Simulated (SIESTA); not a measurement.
# A short convergence ladder for InAs (F-43m, 2 atoms in the cell)

```
InAs
1.0
    0.00000     3.02091     3.02091
    3.02091     0.00000     3.02091
    3.02091     3.02091     0.00000
In As
1 1
Cartesian
  0.00000   0.00000   0.00000
  1.51046   1.51046   1.51046
```

Base method: LDA PW92, numerical atomic orbitals TZP, PseudoDojo LDA standard norm-conserving potentials (rewritten from UPF to PSML) (SIESTA).

Base settings: XC.functional = LDA; XC.authors = PW92; potentials = PseudoDojo LDA standard; PAO.BasisSize = TZP; PAO.EnergyShift = 0.01 Ry; MeshCutoff = 300 Ry; kgrid.MonkhorstPack = 6 6 6; OccupationFunction = FD; ElectronicTemperature = 50 meV; MaxSCFIterations = 150.

Core times come from one kind of shared machine, to one figure; runs under 30 s give none.

**The size of a vacancy's supercell**

On InAs (F-43m, 4 atoms in the cell), and larger cells.

Steps: 2 x 1 x 1 supercell, one In atom taken out, nothing relaxed; 2 x 2 x 1 supercell, one In atom taken out, nothing relaxed; and so on, with the mesh thinned in proportion.

Only quantities that move along the ladder and can be compared are tabulated.

| atoms | energy of the cell with the vacancy less the whole one (holds the removed atom on the program's zero: only its change counts) (eV) | core time / last (rough) |
|---|---|---|
| 4 | 1805.756 | 0.3 |
| 8 | 1805.731 | 0.5 |
| 16 | 1805.670 | 1 |

Smallest size that holds the energy of the cell with the vacancy less the whole one (holds the removed atom on the program's zero: only its change counts) within 0.05 eV: not settled: the last two steps still differ by 0.061 eV, over half the tolerance, so the ladder does not show it.

On the base run: the starting cell has typed, rounded lattice constants, without a prior relaxation at this level. Its lattice was rescaled by up to half a per cent. Values carry the incompleteness of an atom-centred basis. The run gives no clean gap (levels at the Fermi energy touch, overlap or are partly filled at this smearing), which alone does not show that the compound is a metal.
